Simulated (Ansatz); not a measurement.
The reference is MgO in the rock salt structure (space group Fm-3m, No. 225; a = 4.204 Å). Axes: x, y, z lie along the cube axes.

All numbers come from r2SCAN in Ansatz (plane waves to 500 eV, PAW, scalar-relativistic without spin-orbit coupling).

Before the change:

| Quantity | Result |
|---|---|
| Band gap | 5.68 eV |

It is then changed as follows: biaxial strain +2.82 %, plane normal [001], relaxed out of plane (Cartesian); in-plane vectors clamped, the third vector and the atoms free.

Q: What does the calculation give for the out-of-plane strain after the change?

A: The out-of-plane strain is -1.60 %.

Q: How does this affect the energy relative to the base?

A: The energy rises by 14 meV/atom.

Q: What happens to the band gap?

A: The band gap drops by 0.439 eV (5.68 eV → 5.25 eV).

Stability against distortions was not tested.

Ansatz is a first-principles code.
